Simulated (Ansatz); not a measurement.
Start from Zr in the hcp (Mg type) structure (space group P6_3/mmc, No. 194; a = 3.231 Å, c = 5.179 Å; relaxed with 0.1 eV smearing). Axes: x lies along a and z along c of the hexagonal cell.

(Cell as relaxed with PBE.)

Levels (all Ansatz, a quantum-chemistry and plane-wave program, PAW, earlier PAW set): PBE (420 eV, no spin-orbit coupling); r2SCAN (500 eV, no spin-orbit coupling).

Each level relaxes its own structure.

```json
[
 {"base": "volume per atom", "PBE": "23.41 Å³", "r2SCAN": "23.51 Å³"},
 {"base": "lattice parameter a", "PBE": "323.1 pm", "r2SCAN": "324.4 pm"},
 {"base": "band gap", "PBE": "zero", "r2SCAN": "zero"}
]
```

Now apply this change: biaxial strain +4.16 %, plane normal [001], relaxed out of plane (Cartesian); in-plane vectors clamped, the third vector and the atoms free.

```csv
quantity,PBE,r2SCAN
volume per atom,24.59 Å³,___
"pressure (mean of the normal stresses, compression positive)",-3.8 GPa,___
```

Problem. Predict the r2SCAN column.

Solution. 
- volume per atom, r2SCAN: 24.75 Å³
- pressure (mean of the normal stresses, compression positive), r2SCAN: -4.2 GPa

PBE's volume per atom lies 0.167 Å³ below r2SCAN's (0.7 %); PBE's pressure lies 0.4 GPa above r2SCAN's. Neither level is exact; r2SCAN is the comparison here, not a measurement.

Whether these cells are dynamically stable was not tested. All final runs are without spin polarisation.
